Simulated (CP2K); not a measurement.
Band structure of ZnS (F-43m, 2 atoms in the cell).

```
ZnS
1.0
    3.82545     0.00000     0.00000
    1.91272     3.31293     0.00000
    1.91272     1.10431     3.12346
Zn S
1 1
Direct
  0.00000   0.00000   0.00000
  0.25000   0.25000   0.25000
```

Computed with CP2K with PBE, GPW, DZVP-MOLOPT-SR-GTH basis, GTH-PBE potentials (GTH_POTENTIALS).

Settings: CUTOFF = 600 Ry; REL_CUTOFF = 50 Ry; SMEAR/METHOD = FERMI_DIRAC; ELECTRONIC_TEMPERATURE = 580.23 K; KPOINTS/SCHEME = MONKHORST-PACK 7 7 7; XC_FUNCTIONAL = PBE; Zn/BASIS_SET = DZVP-MOLOPT-SR-GTH; Zn/POTENTIAL = GTH-PBE-q12; S/BASIS_SET = DZVP-MOLOPT-SR-GTH; S/POTENTIAL = GTH-PBE-q6; METHOD = GPW; EPS_DEFAULT = 1e-10; EXTRAPOLATION = USE_GUESS; NGRIDS = 5.

The starting cell has typed, rounded lattice constants, without a prior relaxation at this level. Values carry the incompleteness of an atom-centred basis.

Predict the gap along the standard path and the places of the band edges.

The gap along the path is 2.08 eV, direct at Γ to within 0.01 eV.

Levels in eV from the top of the valence band on the SCF mesh, bands 6 to 10:
| point | 6 | 7 | 8 | 9 | 10 |
|---|---|---|---|---|---|
| Γ | -5.89 | 0.00 | 0.00 | 0.00 | 2.08 |
| X | -5.68 | -4.58 | -2.23 | -2.23 | 3.42 |
| W | -5.50 | -4.60 | -2.76 | -2.73 | 5.75 |
| K | -5.55 | -4.63 | -3.12 | -1.81 | 4.22 |
| L | -5.69 | -5.30 | -0.87 | -0.87 | 3.34 |
| U | -5.55 | -4.63 | -3.12 | -1.81 | 4.22 |

Higher empty bands are left out: an atom-centred basis made for the valence describes them poorly.
